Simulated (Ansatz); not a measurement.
**A computed series for SiO2: response to strain**

Take SiO$_{2}$ in the rutile structure (space group P4_2/mnm, No. 136; a = 4.155 Å, c = 2.661 Å) as the base. Axes: x, y, z lie along a, b, c of the conventional cell.

Strains are applied to the cell and any free atomic positions relax.

The values are results of LDA, PAW, 420 eV (Ansatz, a program for electronic structure; spin-orbit coupling left out), not measurements.

| uniaxial strain ε_xx (%) | band gap (eV) |
|---|---|
| -3 | 6.30 |
| -2.4 | 6.19 |
| -1.8 | ? |
| -1.2 | 5.99 |
| -0.6 | 5.90 |
| 0 | 5.81 |

Task: Fit E_g = E₀ + Dε (ε in %) to the rows shown and predict the withheld row.

Result: Least squares on the printed values gives E₀ = 5.80 eV, D = -163 meV per % of strain (largest residual 0.01 eV); this predicts 6.10 eV, and the run gives 6.09 eV, in agreement.

Whether these cells are dynamically stable was not tested.
